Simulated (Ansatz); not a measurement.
Consider TiAl₃ (space group I4/mmm, No. 139; a = 3.846 Å, c = 8.620 Å).

(Cell as relaxed with PBE.)

Levels (all Ansatz, a program for electronic structure, PAW): PBE (420 eV, without spin-orbit coupling); r2SCAN (500 eV, scalar-relativistic without spin-orbit coupling).

Each level relaxes its own structure.

```csv
base,PBE,r2SCAN
volume per atom,15.94 Å³,15.65 Å³
lattice parameter a,3.846 Å,3.824 Å
band gap,zero,zero
```

Now apply this change: cell and atoms relaxed at a pressure of 3 GPa.

| quantity | PBE | r2SCAN |
|---|---|---|
| c/a ratio | 2.240 | 2.237 |
| lattice parameter a | 3.813 Å | 3.793 Å |

PBE's c/a ratio lies 0.0024 above r2SCAN's; PBE's lattice parameter a lies 0.0191 Å above r2SCAN's (0.5 %). Neither level is exact; r2SCAN is the comparison here, not a measurement.

Load acts through the strain it causes; cell and atoms are relaxed under it. No phonon test of stability was made. The final runs are not spin-polarised.
